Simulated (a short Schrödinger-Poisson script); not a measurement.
Structure: symmetric double-gate stack, SiO2 on p-type Si(111), at 77 K.

| layer | material | thickness (nm) | Na (cm⁻³) |
|---|---|---|---|
| 1 | SiO2 | 3.9 | - |
| 2 | Si | 14 | 6e15 |
| 3 | SiO2 | 3.9 | - |

Constants are typed, rounded textbook-type inputs, not results; the design itself was drawn at random and stands for no fabricated device. SiO2: permittivity 3.9, conduction-band edge (eV) 3.15, gap (eV) 9, electron mass (mₑ) 0.5. Si: permittivity 11.7, conduction-band edge (eV) 0, gap (eV) 1.124, Nv at 300 K (cm⁻³) 3.1e19.

Channel valleys (confinement mass, in-plane density-of-states mass, number): Δ6 0.258, 0.358, 6. At the gates, both at one voltage, the conduction-band edge of layer 1 lies 3.19 eV − eVg above the Fermi level of the channel. Gaps are held at their typed values at every temperature. Mesh 0.03 nm at interfaces.

Solved with a short Schrödinger-Poisson script written for these runs: 1D Poisson equation in equilibrium, electrons classical, Fermi-Dirac, parabolic valleys, classical holes, full ionisation, no traps, pinning or gate leakage.

The same stack at other levels of the model or other numerical settings:

| run | sheet density of all electrons at Vg = 2.25 V (cm⁻²) | sheet density of all electrons at Vg = 0.45 V (cm⁻²) | capacitance of both gates at Vg = 2.25 V (μF/cm²) | rough cost against the base |
|---|---|---|---|---|
| base | 2.31e13 | 4.21e12 | 1.69 | about 1 |
| electrons treated as classical, Boltzmann | [?] | 4.32e12 | 1.76 | 0.4 |
| electrons treated as quantum, Hartree | 2.08e13 | [?] | [?] | 10 |
| mesh six times as coarse | 2.29e13 | 4.18e12 | 1.68 | 0.4 |

Q: What belongs in the gaps?

A: 
- electrons treated as quantum, Hartree, sheet density of all electrons at Vg = 0.45 V (cm⁻²): 3.54e12
- electrons treated as quantum, Hartree, capacitance of both gates at Vg = 2.25 V (μF/cm²): 1.58
- electrons treated as classical, Boltzmann, sheet density of all electrons at Vg = 2.25 V (cm⁻²): 2.39e13

The classical rows ignore confinement, and Boltzmann statistics overrate the density once the band edge passes the Fermi level.
